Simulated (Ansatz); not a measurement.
AlB2-type TmB2

Computed with LDA (plane waves, PAW; Ansatz, a quantum-chemistry and plane-wave program).

Numerical settings: plane-wave cutoff 500 eV, 18×18×10 k mesh (along the axes of the cell as run), Fermi–Dirac smearing 0.05 eV, spin-polarised start, scalar-relativistic PAW data made under PBE.

Cell (relaxed at this level):

```cif
data_B2Tm
_chemical_formula_sum 'Tm1 B2'
_space_group_name_H-M_alt 'P 1'
_space_group_IT_number 1
_cell_length_a 3.16797
_cell_length_b 3.16797
_cell_length_c 3.76072
_cell_angle_alpha 90.000
_cell_angle_beta 90.000
_cell_angle_gamma 120.000
loop_
_space_group_symop_operation_xyz
  'x, y, z'
loop_
_atom_site_label
_atom_site_type_symbol
_atom_site_fract_x
_atom_site_fract_y
_atom_site_fract_z
_atom_site_occupancy
Tm1 Tm 0.00000 0.00000 0.00000 1
B1 B 0.33333 0.66667 0.50000 1
B2 B 0.66667 0.33333 0.50000 1
```

For AlB2-type TmB2, the band gap is zero (no gap).

Note: the magnetic order was assumed, not searched for or taken from measurement; the 4f shell is treated without U or exact exchange, so its levels and filling can be wrong; the volume lies 5 % below that of the published cell.

Spin–orbit coupling is not included.

The computed numbers hold no vibrational or temperature effects.

Cost on a shared machine: roughly 5 core-minutes.
